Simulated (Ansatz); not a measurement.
**The (331) surface of fcc Pt in its 1x1 cell, outermost plane spacing 0.91 Å in the ideal cut**

Computed with r2SCAN, at the PBE geometry (plane waves to 500 eV, PAW; Ansatz, a program for electronic structure).

Slab: 12 atoms, 10.0 Å thick at the start (thin: gaps and levels are the slab's own); k 14x6x1, smearing 0.1 eV, dipole-corrected; single point; on the structure that PBE left under its start's symmetry; no spin, no spin-orbit, no U.

| Item | Result |
|---|---|
| surface energy (mean of both faces) | 1.94 J/m^2 |
| work function of the top face | 5.35 eV |
| cost | around 6 core-minutes (rough) |
